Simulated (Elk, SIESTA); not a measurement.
A SIESTA input for a self-consistent single point of CoSi (P2_13, 8 atoms in the cell) (DFT, GGA PBE, numerical atomic orbitals DZP, PseudoDojo PBE standard norm-conserving potentials (rewritten from UPF to PSML)):

```
# files in the folder: Co.psml Si.psml (PseudoDojo PBE standard)
SystemName  CoSi
SystemLabel cosi

NumberOfAtoms                8
NumberOfSpecies              2
%block ChemicalSpeciesLabel
  1 27 Co
  2 14 Si
%endblock ChemicalSpeciesLabel
LatticeConstant              1.0 Ang
%block LatticeVectors
     4.423006000    0.000000000    0.000000000
     0.000000000    4.423006000    0.000000000
     0.000000000    0.000000000    4.423006000
%endblock LatticeVectors
AtomicCoordinatesFormat      Ang
%block AtomicCoordinatesAndAtomicSpecies
     3.777689425    2.856819575    1.566186425  1
     2.856819575    1.566186425    3.777689425  1
     1.566186425    3.777689425    2.856819575  1
     0.645316575    0.645316575    0.645316575  1
     0.692377359    1.519125641    2.903880359  2
     1.519125641    2.903880359    0.692377359  2
     2.903880359    0.692377359    1.519125641  2
     3.730628641    3.730628641    3.730628641  2
%endblock AtomicCoordinatesAndAtomicSpecies

XC.functional                GGA
XC.authors                   PBE
PAO.BasisSize                DZP
PAO.EnergyShift              0.005 Ry
MeshCutoff                   300 Ry
%block kgrid.MonkhorstPack
    9   0   0  0.0
    0   9   0  0.0
    0   0   9  0.0
%endblock kgrid.MonkhorstPack
OccupationFunction           MP
OccupationMPOrder            0
ElectronicTemperature        0.272 eV

MaxSCFIterations             150
SCF.Mixer.Method             Pulay
SCF.Mixer.Weight             0.25
SCF.Mixer.History            8
SCF.DM.Tolerance             1.0E-05
Diag.ParallelOverK           true
WriteForces                  true
```

### Question
Give the Elk input for the same structure, mesh, smearing and functional.

### Answer
One input that does it (others would too):

```
tasks
  0

xctype
  20

rgkmax
  7.0

rmtscf
  0.89

stype
  0

swidth
  0.00999582

scale
  8.358269988

avec
    1.0000000000    0.0000000000    0.0000000000
    0.0000000000    1.0000000000    0.0000000000
    0.0000000000    0.0000000000    1.0000000000

sppath
  'species/'

atoms
  2   : nspecies
  'Co.in'   : spfname
  4   : natoms; atposl, bfcmt below
  0.8541000000  0.6459000000  0.3541000000    0.0 0.0 0.0
  0.6459000000  0.3541000000  0.8541000000    0.0 0.0 0.0
  0.3541000000  0.8541000000  0.6459000000    0.0 0.0 0.0
  0.1459000000  0.1459000000  0.1459000000    0.0 0.0 0.0
  'Si.in'   : spfname
  4   : natoms; atposl, bfcmt below
  0.1565400000  0.3434600000  0.6565400000    0.0 0.0 0.0
  0.3434600000  0.6565400000  0.1565400000    0.0 0.0 0.0
  0.6565400000  0.1565400000  0.3434600000    0.0 0.0 0.0
  0.8434600000  0.8434600000  0.8434600000    0.0 0.0 0.0

ngridk
  9 9 9
```

Basis settings and potentials, where a program has them, do not carry over. This input uses DFT, PBE, all-electron FP-LAPW, Elk's shipped species files, default APW+lo basis.

The starting cell comes from a database of computed structures (which also holds hypothetical and non-ambient phases and stackings), without a prior relaxation at this level. Its lattice was rescaled by a random factor within 2.5 % of one.
